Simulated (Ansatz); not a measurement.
Structures of equal composition on the (0001) surface of wurtzite GaN (Ga plane on top): 2x2 Al adatom at H3; 2x2 Al adatom at T4. The slabs share one bottom face, and each structure is named by its start. These are constructed structures in small cells; real faces may alloy, dewet or reconstruct in larger ones, and not all known structures of the face are among them. Slabs of about 14 Å, Fermi-Dirac smearing of 0.025 eV. Bottom of the slabs: H caps. Relaxed from the named starts with such symmetry as they have, on meshes of like density; energies extrapolated to zero smearing; spin only where a row says so; no spin-orbit coupling, no U. Brackets mark spin-polarised runs, whose order is one that fits the cell. Where a second, spin-polarised start was run, the lower counts.

Level of theory: r2SCAN, at the PBE geometry (plane waves to 500 eV, PAW; Ansatz, a program for electronic structure).

Order them by energy per 1x1 cell (lowest first) at the level r2SCAN, at the PBE geometry.

2x2 Al adatom at T4 (0.000 eV, gap 0.77 eV on the mesh), 2x2 Al adatom at H3 (0.090 eV, gap 0.69 eV on the mesh)
